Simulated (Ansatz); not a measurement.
# YN under a change: isotropic strain +2.50 %

The parent structure is YN in the rock salt structure (space group Fm-3m, No. 225; a = 4.820 Å).

The change: the cell is scaled by 1.0250 in all directions; the atoms relax in the strained cell.

All numbers come from DFT with LDA, PAW potentials and a 420 eV plane-wave cutoff in Ansatz (a first-principles code), scalar-relativistic without spin-orbit coupling. Settings: 12×12×12 k-points, 0.05 eV Fermi–Dirac smearing.

```tsv
quantity	base	changed	shift
volume per atom	14.00 Å³	15.07 Å³	+1.076 Å³
space group	Fm-3m (No. 225)	Fm-3m (No. 225)	–
shortest interatomic distance	4.554 bohr	4.668 bohr	+0.114 bohr
energy relative to the base (free energy F)	0 meV/atom	+41 meV/atom	+41 meV/atom
band gap	zero	0.16 eV	–
gap character	absent	indirect, Γ → X	–
smallest direct gap	0.37 eV	0.57 eV	+0.20 eV
electron mass	–	1.3 mₑ along k, 0.11 mₑ across (at X)	–
hole mass (degenerate bands, along [100])	–	0.16, 0.99, 0.99 mₑ (at Γ)	–
```

Masses are band curvatures over ±0.01 Å⁻¹ around the edge. Along k means along the line from Γ to the band edge. Whether these cells are dynamically stable was not tested. The final runs are not spin-polarised. Gaps under 0.05 eV, about the width of the smearing, are given as zero. A zero or small gap of YN can be the functional's error rather than a property of the material.
